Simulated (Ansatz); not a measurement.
The starting structures come from a database of crystals and need not be the phases stable at ambient conditions.

Inside the gap of an insulator the Bloch states are evanescent, with a wavenumber k + iκ along the transport direction.

Consider the following.

```
CELL_PARAMETERS angstrom
      7.15297     0.00000     0.00000
     -1.12424     7.10565     0.00000
      1.12424     3.15766     6.36549
ATOMIC_POSITIONS crystal
  Na 0.00000 0.51930 0.51930
  Na 0.50000 0.67231 0.67231
  Na 0.50000 0.98116 0.98116
  Na 0.50000 0.34786 0.34786
  Mg 0.00000 0.15663 0.15663
  Ge 0.05709 0.99709 0.66949
  Ge 0.94291 0.66949 0.99709
  Se 0.23630 0.23676 0.77180
  Se 0.76370 0.77180 0.23676
  Se 0.77839 0.09413 0.55013
  Se 0.22161 0.55013 0.09413
  Se 0.25130 0.94975 0.40007
  Se 0.74870 0.40007 0.94975
```

Space group of this cell: C2. The cell is taken as given; by PBEsol its mean pressure is -1.6 GPa.

Transport runs along the normal of the first two printed cell vectors.

No gap correction and no spin-orbit coupling; mid-gap values are interpolated between computed energies.

### Question
Predict the band gap and the smallest decay constant κ at mid-gap from PBEsol run with Ansatz (a quantum-chemistry and plane-wave program).

### Answer
Gap 1.79 eV on a 6×6×6 mesh; κ = 0.239 1/Å, at (0.250, 0.000) of the in-plane reciprocal vectors. At the zone centre, at the nearest computed energy, the slowest state has κ = 0.28 1/Å.
